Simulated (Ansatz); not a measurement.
Functionals compared on the (103) surface of tetragonal indium in its 1x1 cell, outermost plane spacing 1.48 Å in the ideal cut, in Ansatz (plane waves, PAW). The structure was relaxed with PBE; the other rows are single points on it, each with its references at the same level. Cutoff 420 eV (500 eV for r2SCAN).

Model: 8-atom slab, 10.4 Å thick at the start (thin: gaps and levels are the slab's own), 12x7x1 mesh, Fermi-Dirac 0.1 eV, dipole correction, all atoms relaxed; held to the part of the start's symmetry that mesh and held atoms allow; no spin, no spin-orbit, no U. These notes are the PBE run's.

```
functional  surface energy (J/m²)  work function of the top face (eV)          rough cost of the single point
----------  ---------------------  ----------------------------------  --------------------------------------
PBE                          0.34                                3.87                                       –
LDA                           [?]                                 [?]          around 70 core-seconds (rough)
PBEsol                       0.44                                3.96  about 60 core-seconds (a rough figure)
RPBE                         0.25                                3.74            very roughly 60 core-seconds
r2SCAN                       0.34                                4.00         around 2.6 core-minutes (rough)
```

Task: Complete the blanks.

Result: 
- LDA, surface energy (J/m²): 0.47
- LDA, work function of the top face (eV): 4.15

Ansatz is a quantum-chemistry and plane-wave program.
